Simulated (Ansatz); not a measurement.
**Pressure series in CuI**

The parent structure is CuI in the zinc blende structure (space group F-43m, No. 216; a = 6.079 Å).

Cell and atoms are relaxed at each pressure.

Computed with Ansatz (a first-principles code), PBE, PAW, cutoff 420 eV, without spin-orbit coupling.

Candidates:
(a) pressure −1 GPa
(b) pressure 4.2 GPa
(c) pressure 30 GPa
(d) pressure 60 GPa

Base values:

```
Quantity    Value
--------  -------
Band gap  1.10 eV
```

Q: Order them by band gap, lowest first.

A: (a) pressure −1 GPa (1.03 eV), (b) pressure 4.2 GPa (1.34 eV), (d) pressure 60 GPa (1.50 eV), (c) pressure 30 GPa (1.93 eV)

With I present, leaving out spin-orbit coupling can change the band edges. Load acts through the strain it causes; cell and atoms are relaxed under it. Whether these cells are dynamically stable was not tested. Tetrahedral semiconductors of this kind turn to denser phases somewhere between about 1 and 50 GPa; those were not computed, so compressed cells here can lie past the real transition. All final runs are without spin polarisation.
